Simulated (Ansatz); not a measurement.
## A computed series for InP: response to strain

The parent structure is InP in the zinc blende structure (space group F-43m, No. 216; a = 5.8269 Å). Axes: x, y, z lie along the cube axes.

Strains are applied to the cell and any free atomic positions relax.

All numbers come from LDA/PAW in Ansatz (an electronic-structure program), no spin-orbit coupling.

Candidates:
(a) tensor shear ε_xy = +0.57 %
(b) tensor shear ε_xy = +2.00 %
(c) tensor shear ε_xy = +1.14 %

For the base:

* **Band gap**: 0.58 eV

Order them by band gap, lowest first.

(b) tensor shear ε_xy = +2.00 % (0.41 eV), (c) tensor shear ε_xy = +1.14 % (0.49 eV), (a) tensor shear ε_xy = +0.57 % (0.54 eV)

Whether these cells are dynamically stable was not tested.
